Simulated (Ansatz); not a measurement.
Start from MgO (space group P4_2/mnm, No. 136; a = 5.510 Å, c = 3.276 Å; a hypothetical phase, not in the database extracts checked).

Perturbation: every lattice vector is shortened by 1.76 %, atoms relaxed at fixed cell.

Levels (all Ansatz, an electronic-structure program, PAW): PBEsol (420 eV, no SOC); r2SCAN (500 eV, no spin-orbit coupling); HSE06 (420 eV, spin-orbit coupling left out).

One geometry, relaxed with PBEsol, under each level:

```csv
level,band gap,lowest conduction level above the VBM at special points,pressure
PBEsol,3.61 eV,Γ 3.61 eV; X 5.83 eV; M 6.82 eV; A 7.25 eV,6.76 GPa
r2SCAN,4.39 eV,Γ 4.39 eV; X 6.62 eV; M 7.61 eV; A 8.10 eV,6.03 GPa
HSE06,5.36 eV,Γ 5.36 eV; X 7.64 eV; M 8.66 eV,–
```

Single points use the geometry relaxed with PBEsol. Their cutoffs differ, which shifts pressures a little. The hybrid gap comes from the SCF mesh plus the semilocal run's edge points and a few special points and is an upper bound. The cells carry an imposed strain or load. No phonon test of stability was made.
